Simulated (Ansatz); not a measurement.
Pair distribution function (total) of Ti (hcp), cell Ti64, started from the crystal [in the run: it stayed crystalline; mean temperature 973 K (target 970 K); density 4.45 g/cm³; one k-point, which a denser mesh shifts by 0.0 GPa in pressure and 0.03 eV/Å in forces], from MD at 973 K. Method: PBE (plane waves, PAW; Ansatz, a quantum-chemistry and plane-wave program). Volume per atom 17.85 Å³, mean pressure 0.1 GPa. 

(r (Å), g(r)): (1.90, 0.00); (1.94, 0.00); (1.98, 0.00); (2.02, 0.00); (2.06, 0.00); (2.10, 0.00); (2.14, 0.00); (2.18, 0.00); (2.22, 0.00); (2.26, 0.00); (2.30, 0.00); (2.34, 0.01); (2.38, 0.03); (2.42, 0.06); (2.46, 0.12); (2.50, 0.26); (2.54, 0.47); (2.58, 0.79); (2.62, 1.20); (2.66, 1.72); (2.70, 2.20); (2.74, 2.95); (2.78, 3.61); (2.82, 3.89); (2.86, 3.99); (2.90, 4.16); (2.94, 3.94); (2.98, 3.70); (3.02, 3.32); (3.06, 2.87); (3.10, 2.38); (3.14, 1.98); (3.18, 1.54); (3.22, 1.18); (3.26, 0.92); (3.30, 0.70); (3.34, 0.52); (3.38, 0.38); (3.42, 0.27); (3.46, 0.17); (3.50, 0.14); (3.54, 0.13); (3.58, 0.13); (3.62, 0.13); (3.66, 0.16); (3.70, 0.20); (3.74, 0.23); (3.78, 0.29); (3.82, 0.39); (3.86, 0.42); (3.90, 0.50); (3.94, 0.60); (3.98, 0.67); (4.02, 0.69); (4.06, 0.71); (4.10, 0.79); (4.14, 0.77); (4.18, 0.79); (4.22, 0.75); (4.26, 0.71); (4.30, 0.67); (4.34, 0.63); (4.38, 0.56); (4.42, 0.54); (4.46, 0.50); (4.50, 0.48); (4.54, 0.49); (4.58, 0.54); (4.62, 0.55); (4.66, 0.62)

Question: Read off where the first shell ends and the number of neighbours in it.

Answer: first minimum near 3.6 Å (g down to about 0.13); 12.1 neighbours in the shell, from n = 4πρ∫r²g(r)dr.
